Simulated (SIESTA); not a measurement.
**Input and output of a self-consistent single point for ZnCu2SnS4 (I-4, 8 atoms in the cell) (SIESTA)**

Method: GGA PBE, numerical atomic orbitals DZP, PseudoDojo PBE standard norm-conserving potentials (rewritten from UPF to PSML) (SIESTA).

This input was run:

```
# files in the folder: Zn.psml Cu.psml Sn.psml S.psml (PseudoDojo PBE standard)
SystemName  ZnCu2SnS4
SystemLabel siesta

NumberOfAtoms                8
NumberOfSpecies              4
%block ChemicalSpeciesLabel
  1 30 Zn
  2 29 Cu
  3 50 Sn
  4 16 S
%endblock ChemicalSpeciesLabel
LatticeConstant              1.0 Ang
%block LatticeVectors
    -2.638598000    2.638598000    5.278094000
     2.638598000   -2.638598000    5.278094000
     2.638598000    2.638598000   -5.278094000
%endblock LatticeVectors
AtomicCoordinatesFormat      Bohr
%block AtomicCoordinatesAndAtomicSpecies
     0.000000000    4.986227573    4.987076060  1
     0.000000000    0.000000000    0.000000000  2
     4.986227573    0.000000000    4.987076060  2
     0.000000000    0.000000000    9.974152120  3
     2.415827259    2.346817870    2.573131764  4
     2.346817870    7.556627887   -2.573131764  4
     2.570400314    2.639409703   12.547283884  4
     2.639409703   -2.570400314    7.401020356  4
%endblock AtomicCoordinatesAndAtomicSpecies

XC.functional                GGA
XC.authors                   PBE
PAO.BasisSize                DZP
PAO.EnergyShift              0.01 Ry
MeshCutoff                   400 Ry
%block kgrid.MonkhorstPack
    5   0   0  0.0
    0   5   0  0.0
    0   0   5  0.0
%endblock kgrid.MonkhorstPack
OccupationFunction           FD
ElectronicTemperature        50.0 meV

MaxSCFIterations             150
SCF.Mixer.Method             Pulay
SCF.Mixer.Weight             0.1
SCF.Mixer.History            6
SCF.DM.Tolerance             1.0E-05
Diag.ParallelOverK           true
WriteForces                  true
```

Output (repeated stretches shortened):

```
reinit: Reading from file input.fdf

reinit: System Name: ZnCu2SnS4
reinit: System Label: siesta

coor:   Atomic-coordinates input format  =     Cartesian coordinates
coor:                                            (in Bohr units)

siesta: Atomic coordinates (Bohr) and species
siesta:      0.00000   4.98623   4.98708  1        1
siesta:      0.00000   0.00000   0.00000  2        2
siesta:      4.98623   0.00000   4.98708  2        3
siesta:      0.00000   0.00000   9.97415  3        4
siesta:      2.41583   2.34682   2.57313  4        5
siesta:      2.34682   7.55663  -2.57313  4        6
siesta:      2.57040   2.63941  12.54728  4        7
siesta:      2.63941  -2.57040   7.40102  4        8

siesta: System type = bulk

initatomlists: Number of atoms, orbitals, and projectors:      8   127   158

siesta: ******************** Simulation parameters ****************************
redata: Spin configuration                          = none
redata: Time-Reversal Symmetry                      = T
redata: Number of Atomic Species                    =        4
redata: Mesh Cutoff                                 =   400.0000 Ry
redata: Net charge of the system                    =     0.0000 |e|
redata: Min. number of SCF Iter                     =        0
redata: Max. number of SCF Iter                     =      150
redata: SCF convergence failure will abort job
redata: SCF mix quantity                            = Hamiltonian
redata: Mix DM or H after convergence               =   F
redata: Recompute H after scf cycle                 =   F
redata: Mix DM in first SCF step                    =   T
redata: No kicks to SCF
redata: DM Mixing Weight for Kicks                  =     0.5000
redata: Require Harris convergence for SCF          =   F
redata: Harris energy tolerance for SCF             =     0.000100 eV
redata: Require DM convergence for SCF              =   T
   [... lines left out ...]
diag: Parallel distribution                         =     1 x     1
diag: Used triangular part                          = Lower
diag: Absolute tolerance                            =  0.100E-15
diag: Orthogonalization factor                      =  0.100E-05
diag: Memory factor                                 =  1.0000

superc: Internal auxiliary supercell:     5 x     5 x     5  =     125
superc: Number of atoms, orbitals, and projectors:   1000  15875  19750

                        Single-point calculation

superc: Internal auxiliary supercell:     5 x     5 x     5  =     125
superc: Number of atoms, orbitals, and projectors:   1000  15875  19750

outcell: Unit cell vectors (Ang):
       -2.638598    2.638598    5.278094
        2.638598   -2.638598    5.278094
        2.638598    2.638598   -5.278094

outcell: Cell vector modules (Ang)   :    6.463952    6.463952    6.463952
outcell: Cell angles (23,13,12) (deg):    131.8161    131.8161     70.5196
outcell: Cell volume (Ang**3)        :    146.9886
new_DM -- step:     1
Initializing Density Matrix...

Attempting to read DM from file... Failed...
DM filled with atomic data:

InitMesh: MESH = 72 x 72 x 54 = 279936
InitMesh: Mesh cutoff (required, used) =   400.000   450.118 Ry

stepf: Fermi-Dirac step function
        iscf     Eharris(eV)        E_KS(eV)     FreeEng(eV)     dDmax    Ef(eV) dHmax(eV)
   scf:    1   -18072.601421   -18930.789595   -18930.868319  1.038293  1.604097 99.795932
   scf:    2   -19342.441259   -19330.067802   -19330.067831  2.128833 -1.794834 31.671926
   scf:    3   -19349.589364   -19340.981101   -19340.981102  0.124948 -2.080198 18.059470
   scf:    4   -19348.547576   -19345.541449   -19345.541452  0.206858 -2.121837  6.327038
   scf:    5   -19346.019452   -19346.091676   -19346.091696  0.170705 -2.178373  1.809887
   scf:    6   -19345.364448   -19346.001286   -19346.001288  0.081425 -2.445970  2.736166
   [... 10 lines left out ...]
   scf:   17   -19346.250563   -19346.250563   -19346.250573  0.000036 -2.363943  0.000803
   scf:   18   -19346.250563   -19346.250563   -19346.250573  0.000053 -2.363916  0.000496
   scf:   19   -19346.250563   -19346.250563   -19346.250573  0.000015 -2.363919  0.000244
   scf:   20   -19346.250563   -19346.250563   -19346.250573  0.000023 -2.363987  0.000021
   scf:   21   -19346.250563   -19346.250563   -19346.250573  0.000001 -2.363990  0.000016
SCF Convergence by DM+H criterion
max |DM_out - DM_in|         :     0.0000012915
max |H_out - H_in|      (eV) :     0.0000162218
SCF cycle converged after 21 iterations

Using DM_out to compute the final energy and forces

siesta: E_KS(eV) =           -19346.2506

siesta: E_KS - E_eggbox =    -19346.2506

siesta: Atomic forces (eV/Ang):
     1   -0.002757   -0.002164    0.001796
     2   -0.001463   -0.001506    0.001650
     3   -0.001527   -0.001456    0.001417
     4   -0.000533    0.000106    0.001712
     5   -0.269031   -0.465435    0.300244
     6   -0.464314    0.271622   -0.303643
     7    0.271935    0.467924    0.300120
     8    0.467782   -0.267910   -0.302845
   Tot    0.000092    0.001181    0.000451
   Max    0.467924
   Res    0.252160    sqrt( Sum f_i^2 / 3N )
   Max    0.467924    constrained

Stress tensor Voigt[x,y,z,yz,xz,xy] (kbar):      -95.42      -95.42      -97.54        0.83        0.83       -0.12
(Free)E + p*V (eV/cell)   -19337.4316
Target enthalpy (eV/cell)   -19346.2506

siesta: Program's energy decomposition (eV):
siesta: Ebs     =     -2858.134564
siesta: Eions   =     23140.114774
siesta: Ena     =      1555.185758
siesta: Ekin    =      8982.056132
siesta: Enl     =     -4036.234578
siesta: Eso     =         0.000000
siesta: Edftu   =         0.000000
siesta: DEna    =       114.442996
siesta: DUscf   =         9.356370
siesta: DUext   =         0.000000
siesta: Ex      =     -2669.204174
siesta: Ec      =      -161.738293
siesta: Exc     =     -2830.942467
siesta: Eharris =    -19346.250563
siesta: Etot    =    -19346.250563
siesta: FreeEng =    -19346.250573

siesta: Atomic forces (eV/Ang):
siesta:      1   -0.002757   -0.002164    0.001796
siesta:      2   -0.001463   -0.001506    0.001650
siesta:      3   -0.001527   -0.001456    0.001417
siesta:      4   -0.000533    0.000106    0.001712
siesta:      5   -0.269031   -0.465435    0.300244
siesta:      6   -0.464314    0.271622   -0.303643
siesta:      7    0.271935    0.467924    0.300120
siesta:      8    0.467782   -0.267910   -0.302845
siesta: ----------------------------------------
siesta:    Tot    0.000092    0.001181    0.000451

siesta: Stress tensor (static) (eV/Ang**3):
siesta:    -0.059558   -0.000075    0.000516
siesta:    -0.000075   -0.059557    0.000518
siesta:     0.000516    0.000518   -0.060877

siesta: Cell volume =        146.988572 Ang**3

siesta: Pressure (static):
siesta:                Solid            Molecule  Units
siesta:           0.00065346          0.00057286  Ry/Bohr**3
siesta:           0.05999757          0.05259779  eV/Ang**3
siesta:          96.12670368         84.27095539  kBar
```

The run converged in 21 iterations.

The starting cell comes from a database of computed structures (which also holds hypothetical and non-ambient phases and stackings), without a prior relaxation at this level. Its lattice was rescaled by a random factor within 2.5 % of one. Values carry the incompleteness of an atom-centred basis. With a pressure of about 10 GPa the cell is away from its equilibrium volume at this level.

Cost on one core of a shared machine: roughly 2 min.
